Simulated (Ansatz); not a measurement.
Results of r²SCAN in Ansatz (plane waves, PAW) for YC6 (model structure, started from the CaC6 type, R-3m, No. 166, 7 atoms in the cell).

Run with plane-wave cutoff 560 eV, 16×16×16 k mesh, Fermi–Dirac smearing 0.05 eV, scalar-relativistic PAW data made under PBE.

Cell (relaxed at this level):

```yaml
crystal:
  lattice:
    - [2.16466, 1.24977, 4.40623]
    - [-2.16466, 1.24977, 4.40623]
    - [0.00000, -2.49954, 4.40623]
  atoms:
    - { symbol: Y, position: [0.00000, 0.00000, 0.00000] }
    - { symbol: C, position: [0.16652, 0.83348, 0.50000] }
    - { symbol: C, position: [0.83348, 0.50000, 0.16652] }
    - { symbol: C, position: [0.83348, 0.16652, 0.50000] }
    - { symbol: C, position: [0.50000, 0.83348, 0.16652] }
    - { symbol: C, position: [0.16652, 0.50000, 0.83348] }
    - { symbol: C, position: [0.50000, 0.16652, 0.83348] }
```

**Question.** What does this level give for the bulk modulus?

**Answer.** 
- bulk modulus = 156 GPa

The run finds no gap.

Note: the bulk modulus is −V dP/dV from two relaxed cells at ±2 % in volume; the relaxation could raise the start's symmetry but not lower it, so the cell can be a saddle point.

Computed values are for the static lattice.

It cost very roughly 15 core-minutes of CPU time.

A model structure was made by putting elements into a prototype or built by hand; it is no filed structure, need not be a known phase, and can be a saddle point held by its symmetry.

Ansatz is a program for electronic structure.
